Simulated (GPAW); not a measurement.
Input and output of a self-consistent single point for Y2NiRu3 (R-3m, 6 atoms in the cell) (GPAW).

Method of the run: PBEsol, GPAW PAW datasets PBEsol (made by gpaw-setup) (plane waves; GPAW).

The change in words: lattice scaled by 0.98. Reference geometry:
```yaml
crystal:
  lattice:
    - [2.56956, 1.48354, 4.27125]
    - [-2.56956, 1.48354, 4.27125]
    - [0.00000, -2.96707, 4.27125]
  atoms:
    - { symbol: Y, position: [0.12304, 0.12304, 0.12304] }
    - { symbol: Y, position: [0.87696, 0.87696, 0.87696] }
    - { symbol: Ni, position: [0.50000, 0.50000, 0.50000] }
    - { symbol: Ru, position: [0.00000, 0.50000, 0.50000] }
    - { symbol: Ru, position: [0.50000, 0.00000, 0.50000] }
    - { symbol: Ru, position: [0.50000, 0.50000, 0.00000] }
```

Reference input (self-consistent single point, DFT PBEsol, plane waves, GPAW PAW datasets PBEsol (made by gpaw-setup)): mode = pw; ecut = 800 eV; xc = PBEsol; kpts = 5 5 5; mesh shift (steps) = 0 0 0; occupations.name = fermi-dirac; occupations.width = 0.136 eV; nbands = -12; convergence.forces = 0.001 eV/Å; symmetry.symmorphic = false; symmetry.tolerance = 0.0005; maxiter = 120. This run's input differs from it in these lines:

```diff
@@ -5,11 +5,11 @@
 atoms = Atoms(['Y', 'Y', 'Ni', 'Ru', 'Ru', 'Ru'],
-              cell=[[2.569560, 1.483536, 4.271253],
-                    [-2.569560, 1.483536, 4.271253],
-                    [0.000000, -2.967072, 4.271253]],
-              positions=[[0.000000, -0.000000, 1.576592],
-                         [0.000000, -0.000000, 11.237167],
-                         [0.000000, 0.000000, 6.406879],
-                         [-1.284780, -0.741768, 4.271253],
-                         [1.284780, -0.741768, 4.271253],
-                         [0.000000, 1.483536, 4.271253]],
+              cell=[[2.518169, 1.453865, 4.185828],
+                    [-2.518169, 1.453865, 4.185828],
+                    [0.000000, -2.907731, 4.185828]],
+              positions=[[-0.000000, -0.000000, 1.545060],
+                         [0.000000, -0.000001, 11.012424],
+                         [0.000000, -0.000001, 6.278742],
+                         [-1.259084, -0.726933, 4.185828],
+                         [1.259084, -0.726933, 4.185828],
+                         [0.000000, 1.453865, 4.185828]],
               pbc=True)
```

The program printed (abridged):

```
     iter     time        total  log10-change:
                         energy   eigst   dens  force
iter:   1 --:--:--   -56.608339
iter:   2 --:--:--   -53.659028   -0.70  -1.30
iter:   3 --:--:--   -51.893762   -0.98  -1.39
iter:   4 --:--:--   -52.498137   -1.25  -1.51
iter:   5 --:--:--   -52.552490   -1.86  -1.63
iter:   6 --:--:--   -52.196592   -0.91  -1.79
iter:   7 --:--:--   -51.778927   -1.25  -1.90
iter:   8 --:--:--   -51.126077   -1.64  -2.09
iter:   9 --:--:--   -50.997573   -3.19  -2.45
iter:  10 --:--:--   -51.003971   -2.38  -2.64
iter:  11 --:--:--   -50.963682c  -3.33  -2.53
iter:  12 --:--:--   -50.964352c  -3.41  -2.79
iter:  13 --:--:--   -50.960279c  -4.07  -3.01
iter:  14 --:--:--   -50.960063c  -5.19  -3.33
iter:  15 --:--:--   -50.964685c  -3.89  -3.49
iter:  16 --:--:--   -50.960343c  -4.49  -3.37
iter:  17 --:--:--   -50.960155c  -5.45  -3.73
iter:  18 --:--:--   -50.960162c  -6.07  -3.79
iter:  19 --:--:--   -50.960041c  -6.14  -3.99
iter:  20 --:--:--   -50.960074c  -7.52c -4.15c
iter:  21 --:--:--   -50.960126c  -6.33  -4.17c
iter:  22 --:--:--   -50.960086c  -7.37  -4.21c
iter:  23 --:--:--   -50.960086c  -8.41c -4.27c -2.67
iter:  24 --:--:--   -50.960088c  -8.16c -4.27c -2.76
iter:  25 --:--:--   -50.960094c  -8.49c -4.27c -4.11c
Converged after 25 iterations.

Dipole moment: (-0.000000, -0.000014, -0.000034) |e|*Ang

Energy contributions relative to reference atoms: (reference = -594953.582512)

Kinetic:        +34.727928
Potential:      -32.174163
External:        +0.000000
XC:             -52.252136
Entropy (-ST):   -0.259041
Local:           -1.132203
SIC:             +0.000000
--------------------------
Free energy:    -51.089615
Extrapolated:   -50.960094

Showing only first 2 kpts
 Kpt  Band  Eigenvalues  Occupancy
  0    41     11.71648    1.23523
  0    42     11.84592    0.76811
  0    43     12.19759    0.08973
  0    44     12.41728    0.01851

  1    41     11.27983    1.95128
  1    42     11.36264    1.91222
  1    43     11.78575    0.98502
  1    44     12.26363    0.05619

Fermi level: 11.78168

No gap
   [... lines left out ...]
  0 Y     0.00000   -0.00000    0.18467
  1 Y     0.00000    0.00000   -0.18467
  2 Ni   -0.00000    0.00000    0.00000
  3 Ru    0.00000   -0.00000    0.00000
  4 Ru    0.00000    0.00000    0.00000
  5 Ru   -0.00000    0.00000   -0.00000

Stress tensor:
    -0.108749    -0.000000    -0.000000
     0.000000    -0.108749    -0.000000
    -0.000000    -0.000000    -0.095946
Stress (GPa, Voigt): [-17.4235 -17.4235 -15.3723  -0.      -0.      -0.    ]
```

The run converged in 25 iterations. GPAW prints stress with tension positive. Against the reference run the free energy rises by 59.1 meV/atom, the pressure goes from 3.74 to 16.74 GPa and the largest force goes from 0.103 to 0.185 eV/Å.

The starting cell comes from a database of computed structures (which also holds hypothetical and non-ambient phases and stackings), without a prior relaxation at this level. Its lattice was rescaled by a random factor within 2.5 % of one. For this run, on top of that: lattice scaled by 0.98. Spin polarisation is off. With a pressure of about 17 GPa the cell is away from its equilibrium volume at this level.

Cost on one core of a shared machine: roughly 8 min.
